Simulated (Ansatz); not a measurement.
The starting structures come from a database of crystals and need not be the phases stable at ambient conditions.

Inside the gap of an insulator the Bloch states are evanescent, with a wavenumber k + iκ along the transport direction.

Data:

```yaml
crystal:
  lattice:
    - [5.05680, 0.00000, 0.00000]
    - [-2.52840, 4.37932, 0.00000]
    - [2.52840, 1.45977, 4.83510]
  atoms:
    - { symbol: Cd, position: [0.00000, 0.50000, 0.50000] }
    - { symbol: Pd, position: [0.00000, 0.00000, 0.00000] }
    - { symbol: F, position: [0.54703, 0.94137, 0.23226] }
    - { symbol: F, position: [0.45297, 0.05863, 0.76774] }
    - { symbol: F, position: [0.82637, 0.60566, 0.23226] }
    - { symbol: F, position: [0.17363, 0.39434, 0.76774] }
    - { symbol: F, position: [0.16208, 0.22071, 0.23226] }
    - { symbol: F, position: [0.83792, 0.77929, 0.76774] }
```

Space group of this cell: R-3. The cell is taken as given; by r2SCAN its mean pressure is -0.6 GPa.

Transport runs along the normal of the first two printed cell vectors, the (001) plane of the conventional cell.

The gap is the functional's own. No spin-orbit coupling. Mid-gap values are interpolated on the energy grid.

**Question.** State the band gap and the smallest decay constant κ at mid-gap according to r2SCAN (Ansatz, a first-principles code).

**Answer.** Gap 2.37 eV on a 8×8×8 mesh; κ = 0.543 1/Å, at (0.500, 0.000) of the in-plane reciprocal vectors. At the zone centre, at the nearest computed energy, the slowest state has κ = 0.61 1/Å.
